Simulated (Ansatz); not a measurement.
**Hypothetical NiAs type KH: response to strain**

Base system: KH in the NiAs type structure (space group P6_3/mmc, No. 194; a = 3.8546 Å, c = 6.8263 Å; a hypothetical phase, not in the database extracts checked). Axes: x lies along a and z along c of the hexagonal cell.

Strains are applied to the cell and any free atomic positions relax; under biaxial strain the out-of-plane vector relaxes too.

The values are results of PBEsol, PAW, 420 eV (Ansatz, a program for electronic structure; without spin-orbit coupling), not measurements.

Computed cases, in order: biaxial strain −4.74 %, plane normal [001], relaxed out of plane; biaxial strain −3.17 %, plane normal [001], relaxed out of plane; biaxial strain −3.05 %, plane normal [001], relaxed out of plane; biaxial strain −1.06 %, plane normal [001], relaxed out of plane; the unstrained base; biaxial strain +3.80 %, plane normal [001], relaxed out of plane.

Between which two neighbouring cases does the gap turn between direct and indirect?

Between the unstrained base (3.25 eV, indirect, M → Γ) and biaxial strain +3.80 %, plane normal [001], relaxed out of plane (3.36 eV, direct at M). The whole series: biaxial strain −4.74 %, plane normal [001], relaxed out of plane: 3.06 eV, indirect, M → Γ; biaxial strain −3.17 %, plane normal [001], relaxed out of plane: 3.13 eV, indirect, M → Γ; biaxial strain −3.05 %, plane normal [001], relaxed out of plane: 3.13 eV, indirect, M → Γ; biaxial strain −1.06 %, plane normal [001], relaxed out of plane: 3.21 eV, indirect, M → Γ; the unstrained base: 3.25 eV, indirect, M → Γ; biaxial strain +3.80 %, plane normal [001], relaxed out of plane: 3.36 eV, direct at M.

Gaps are read on the SCF mesh and a high-symmetry path. Stability against distortions was not tested.
